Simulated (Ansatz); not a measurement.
# SiO2: pressure 2.1 GPa

Take SiO$_{2}$ in the rutile structure (space group P4_2/mnm, No. 136; a = 4.185 Å, c = 2.669 Å) as the base.

Modification: a hydrostatic pressure of 2.1 GPa.

The values are results of plane-wave PAW DFT at the r2SCAN level (Ansatz, an electronic-structure program, 500 eV), without spin-orbit coupling, not measurements. k-mesh 8×8×12 (Γ-centred); smearing 0.05 eV (Fermi–Dirac).

```json
[
 {"quantity": "volume per atom", "base": "7.79 Å³", "changed": "7.74 Å³", "shift": "-0.05 Å³"},
 {"quantity": "density", "base": "4.27 g/cm³", "changed": "4.30 g/cm³", "shift": "+0.03 g/cm³"},
 {"quantity": "lattice parameter a", "base": "418.5 pm", "changed": "417.4 pm", "shift": "-1.15 pm"},
 {"quantity": "c/a ratio", "base": "0.638", "changed": "0.639", "shift": "+0.001"},
 {"quantity": "enthalpy H = E + PV relative to the base's energy", "base": "–", "changed": "+0.10 eV/atom", "shift": "–"},
 {"quantity": "band gap", "base": "6.51 eV", "changed": "6.62 eV", "shift": "+0.11 eV"},
 {"quantity": "gap character", "base": "direct at Γ", "changed": "direct at Γ", "shift": "–"},
 {"quantity": "width of the top valence band", "base": "2.71 eV", "changed": "2.73 eV", "shift": "+0.02 eV"},
 {"quantity": "electron mass", "base": "0.38 mₑ along c, 0.48 mₑ across (at Γ)", "changed": "0.38 mₑ along c, 0.49 mₑ across (at Γ)", "shift": "–"},
 {"quantity": "hole mass", "base": "1.7 mₑ along c, 1.1 mₑ across (at Γ)", "changed": "1.7 mₑ along c, 1.1 mₑ across (at Γ)", "shift": "–"},
 {"quantity": "valence-band top at Γ (three highest levels, from the VBM)", "base": "0.00, -0.88, -0.88 eV", "changed": "0.00, -0.89, -0.89 eV", "shift": "–"}
]
```

Load acts through the strain it causes; cell and atoms are relaxed under it. Masses are band curvatures over ±0.01 Å⁻¹ around the edge. No phonon test of stability was made.
